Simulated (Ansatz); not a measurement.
## Element substitutions in Ti2InN

Take Ti2InN (space group P6_3/mmc, No. 194; a = 3.054 Å, c = 13.884 Å; a cell from a computed database, its experimental status unchecked) as the base.

Each row replaces one element on all its sites; cell and atoms are relaxed.

Method: plane-wave PAW DFT at the PBEsol level (Ansatz, a program for electronic structure, 420 eV), scalar-relativistic without spin-orbit coupling.

```
variant     density  c/a ratio  shortest interatomic distance
-------  ----------  ---------  -----------------------------
base     6.65 g/cm³      4.547                        2.078 Å
N → As   6.35 g/cm³      4.158                        2.464 Å
N → P    5.69 g/cm³      4.229                        2.367 Å
N → Sb   6.58 g/cm³      4.083                        2.694 Å
```

Stability against distortions was not tested. As relaxed here, Ti2InAs, Ti2InP and Ti2InSb are hypothetical phases, not in the database extracts checked. All final runs are without spin polarisation. Ti2InSb has a high density of states at the Fermi level and may be magnetic at this level.
